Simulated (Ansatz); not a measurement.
## WS2, response to strain

The reference is WS2 (space group P6_3/mmc, No. 194; layered, stacked along the Cartesian z axis).

```
WS2
1.0
    3.11474     0.00000     0.00000
   -1.55737     2.69745     0.00000
    0.00000     0.00000    11.77237
W S
2 4
Direct
  0.66667   0.33333   0.25000
  0.33333   0.66667   0.75000
  0.66667   0.33333   0.88355
  0.33333   0.66667   0.38355
  0.33333   0.66667   0.11645
  0.66667   0.33333   0.61645
```

Cartesian axes are those of the cell as printed.

Strains are applied to the cell and any free atomic positions relax.

Method: PBEsol-D3(BJ) in Ansatz (plane waves to 420 eV, PAW, no spin-orbit coupling).

Notes on the quantities. energy relative to the base: free energy F.

```tsv
change	band gap	energy relative to the base	hole mass	electron mass
base	0.65 eV	0 meV/atom	0.96 mₑ along c, 0.46 mₑ across (at Γ)	0.39 mₑ along c, 0.46 mₑ across (off the special points)
uniaxial strain ε_zz = +0.60 %	0.69 eV	+0.2 meV/atom	___	0.39 mₑ along z, 0.46 mₑ across (off the special points)
uniaxial strain ε_zz = +1.20 %	0.73 eV	+0.7 meV/atom	___	0.40 mₑ along z, 0.47 mₑ across (off the special points)
uniaxial strain ε_zz = +1.80 %	0.77 eV	___	0.85 mₑ along z, 0.54 mₑ across (at Γ)	0.40 mₑ along z, 0.47 mₑ across (off the special points)
uniaxial strain ε_zz = +2.40 %	0.80 eV	+2.6 meV/atom	___	0.40 mₑ along z, 0.47 mₑ across (off the special points)
uniaxial strain ε_zz = +3.00 %	0.84 eV	+3.9 meV/atom	0.80 mₑ along z, 0.60 mₑ across (at Γ)	0.41 mₑ along z, 0.48 mₑ across (off the special points)
```

Task: Some entries are withheld; estimate them.

Result: 
- uniaxial strain ε_zz = +0.60 %, hole mass: 0.92 mₑ along z, 0.49 mₑ across (at Γ)
- uniaxial strain ε_zz = +1.20 %, hole mass: 0.88 mₑ along z, 0.51 mₑ across (at Γ)
- uniaxial strain ε_zz = +1.80 %, energy relative to the base: +1.5 meV/atom
- uniaxial strain ε_zz = +2.40 %, hole mass: 0.82 mₑ along z, 0.57 mₑ across (at Γ)

Spin-orbit coupling, missing from the scalar runs, can matter with W. Effective masses come from finite differences of ±0.01 Å⁻¹. Stability against distortions was not tested.

Ansatz is a program for electronic structure.
